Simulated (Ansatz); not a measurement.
## Pressure series in hypothetical rock salt FeGe

The reference is FeGe in the rock salt structure (space group Fm-3m, No. 225; a = 5.0219 Å; ferromagnetic; a hypothetical phase, not in the database extracts checked).

Cell and atoms are relaxed at each pressure.

Computed with r2SCAN, PAW, 500 eV (Ansatz, a first-principles code; scalar-relativistic without spin-orbit coupling).

Notes on the quantities. enthalpy: H = E + PV relative to the base's energy.

```json
[
 {"variant": "base", "largest site moment": "2.97 μB", "shortest interatomic distance": "2.511 Å", "enthalpy": "–"},
 {"variant": "pressure −2 GPa", "largest site moment": "3.02 μB", "shortest interatomic distance": "2.531 Å", "enthalpy": "-0.20 eV/atom"},
 {"variant": "pressure −1 GPa", "largest site moment": "3.00 μB", "shortest interatomic distance": "2.521 Å", "enthalpy": "-0.10 eV/atom"},
 {"variant": "pressure 1.8 GPa", "largest site moment": "2.92 μB", "shortest interatomic distance": "2.494 Å", "enthalpy": "+0.18 eV/atom"},
 {"variant": "pressure 4.2 GPa", "largest site moment": "2.84 μB", "shortest interatomic distance": "2.473 Å", "enthalpy": "+0.41 eV/atom"},
 {"variant": "pressure 9 GPa", "largest site moment": "2.70 μB", "shortest interatomic distance": "2.437 Å", "enthalpy": "+0.85 eV/atom"},
 {"variant": "pressure 18 GPa", "largest site moment": "2.46 μB", "shortest interatomic distance": "2.383 Å", "enthalpy": "+1.63 eV/atom"},
 {"variant": "pressure 30 GPa", "largest site moment": "2.04 μB", "shortest interatomic distance": "2.322 Å", "enthalpy": "+2.61 eV/atom"},
 {"variant": "pressure 45 GPa", "largest site moment": "1.37 μB", "shortest interatomic distance": "2.259 Å", "enthalpy": "+3.72 eV/atom"},
 {"variant": "pressure 60 GPa", "largest site moment": "1.24 μB", "shortest interatomic distance": "2.224 Å", "enthalpy": "+4.77 eV/atom"}
]
```

The magnetic state is the one reached from the starting moments; the real material's order can differ, and small cells can't hold many antiferromagnetic ones. Load acts through the strain it causes; cell and atoms are relaxed under it. Stability against distortions was not tested. Competing high-pressure phases were not computed.
